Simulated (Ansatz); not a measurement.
Input and output of a relaxation of cell and atoms for Ba4As2O (I4/mmm, 7 atoms in the cell) (Ansatz, a quantum-chemistry and plane-wave program).

Computed with PBEsol, default PAW files made with PBE (plane waves; Ansatz).

The change in words: atoms on their sites; basis.ecutwfc: 420 eV → 840 eV; relax: default → cell and atoms. Reference geometry:
```yaml
crystal:
  lattice:
    - [-2.59327, 2.59327, 8.67609]
    - [2.59327, -2.59327, 8.67609]
    - [2.59327, 2.59327, -8.67609]
  atoms:
    - { symbol: Ba, position: [0.67827, 0.67827, 0.00000] }
    - { symbol: Ba, position: [0.32461, 0.32461, 0.00000] }
    - { symbol: Ba, position: [0.50000, 0.00000, 0.50000] }
    - { symbol: Ba, position: [0.00000, 0.50000, 0.50000] }
    - { symbol: As, position: [0.86438, 0.86438, 0.00000] }
    - { symbol: As, position: [0.13562, 0.13562, 0.00000] }
    - { symbol: O, position: [0.50000, 0.50000, 0.00000] }
```

Reference input (self-consistent single point, DFT, PBEsol, plane waves, default PAW files made with PBE): basis.ecutwfc = 420 eV; kpoints.mp_grid.grid = 3 3 3; hamiltonian.xc = pbesol; hamiltonian.pseudopotentials = {kind: paw} (the program's default PAW files); scf.occupations.method = fixed. This run's input differs from it in these lines:

Ansatz 0.2 input:
```diff
@@ -6,3 +6,3 @@
   atoms:
-    - { symbol: Ba, position: [0.678271, 0.678271, 0.000000] }
+    - { symbol: Ba, position: [0.675390, 0.675390, 0.000000] }
     - { symbol: Ba, position: [0.324610, 0.324610, 0.000000] }
@@ -14,3 +14,3 @@
 basis:
-  ecutwfc: 420.0
+  ecutwfc: 840.0
 kpoints:
@@ -22,2 +22,4 @@
   occupations: { method: fixed }
+relax:
+  cell: {}
 output:
```

Output (repeated stretches shortened):

```
   [... SCF lines of the steps left out ...]
relax step   1: F+E_penalty+E_count = -33645.53720340 eV  Δ(F+E_penalty+E_count) = +0.000e0 eV  max|allowed force component| = 3.145e-2 eV/Å  Δτ_max = 0.0000 Å  P = -1.901 GPa  Ω = 233.388 Å³  (7 SCF iters, dr2 threshold 1.00e-7 eV, accepted)
relax step   2: F+E_penalty+E_count = -33645.59003380 eV  Δ(F+E_penalty+E_count) = -5.283e-2 eV  max|allowed force component| = 3.700e-2 eV/Å  Δτ_max = 0.0064 Å  P = +0.976 GPa  Ω = 217.723 Å³  energy of the carried Pulay correction = +1.409e-4 eV  [...]
   [... lines left out ...]
relax step   4: F+E_penalty+E_count = -33645.60578123 eV  Δ(F+E_penalty+E_count) = -2.011e-4 eV  max|allowed force component| = 4.811e-3 eV/Å  Δτ_max = 0.0011 Å  P = -0.013 GPa  Ω = 222.417 Å³  energy of the carried Pulay correction = +9.694e-5 eV  [...]
relax step   5: F+E_penalty+E_count = -33645.60568357 eV  Δ(F+E_penalty+E_count) = +9.767e-5 eV  max|allowed force component| = 4.804e-3 eV/Å  Δτ_max = 0.0000 Å  P = -0.013 GPa  Ω = 222.417 Å³  stress off target by 4.83e-2 GPa  SCF on the basis [...]
basis re-selected at this cell: Δ(F+E_penalty+E_count) = +9.767e-5 eV, ΔP = +0.000 GPa vs the last step
the relaxation is at rest under the 16 symmetry operations that the run kept from its start: a minimum is not shown …
Stability not checked: this state was not tested for a lower state beside it, because too few of the mixer's solves of this state at the end of the SCF gave a …
Free energy (F): -33645.605684 eV
Internal energy: -33645.605684 eV  (E = F + TS)
   [... lines left out ...]
Fermi energy:    8.286926 eV
  cell:  # Å, volume = 222.4166 Å³
   [... lines left out ...]
    - { symbol: Ba, position: [0.5, 3.570409506693636e-21, 0.5] }
    - { symbol: Ba, position: [3.5704095066935954e-21, 0.5, 0.5] }
    - { symbol: As, position: [0.8644118866236823, 0.8644118866236823, -1.6876179689988067e-35] }
    - { symbol: As, position: [0.13558811337631785, 0.13558811337631785, 2.4759294687084127e-36] }
    - { symbol: O, position: [0.5000000000000001, 0.5000000000000001, -1.3437354932063797e-35] }
```

The run converged. 

Summary of the result:
```
Property                                                                                     Result
------------------------------------------------  -------------------------------------------------
Free energy E − TS (on the zero of these files)                                      -33645.6057 eV
Top of the valence band (on the code's own zero)                                            8.29 eV
Gap on the k-point mesh                                                                     0.66 eV
Pressure                                                                                  -0.01 GPa
Largest force (vector length)                                                            0.005 eV/Å
Final cell                                        a = b = c = 9.2772 Å, α = β = 148.08°, γ = 45.76°
Final volume per atom                                                                      31.77 Å³
Relaxation steps                                                                                  5
```

The starting cell comes from a database of computed structures (which also holds hypothetical and non-ambient phases and stackings), without a prior relaxation at this level. Its lattice was rescaled by up to half a per cent. The relaxation keeps the symmetry of its start, so its end need not be a minimum. Ansatz's pressure includes its estimate of the finite-basis (Pulay) stress.

Cost on one core of a shared machine: roughly 50 s.
